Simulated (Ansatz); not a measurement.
Start from BeSe in the zinc blende structure (space group F-43m, No. 216; a = 5.129 Å). Axes: x, y, z lie along the cube axes.

All numbers come from PBEsol/PAW in Ansatz (a first-principles code), scalar-relativistic without spin-orbit coupling.

Base values:

The band gap is 2.47 eV.

Perturbation: tensor shear ε_xy = +0.86 % (engineering shear γ = 0.0172), atoms relaxed at fixed cell.

Question: Estimate the effect on the band gap, energy relative to the base and stress.

Answer: The band gap shrinks by 0.08 eV to 2.39 eV; the energy goes up by 1.0 meV/atom; the stress (xx, yy, zz, yz, xz, xy; compression positive) is (0.02, 0.02, -0.01, 0.00, 0.00, -1.16) GPa.

The cells carry an imposed strain or load. Stability against distortions was not tested.
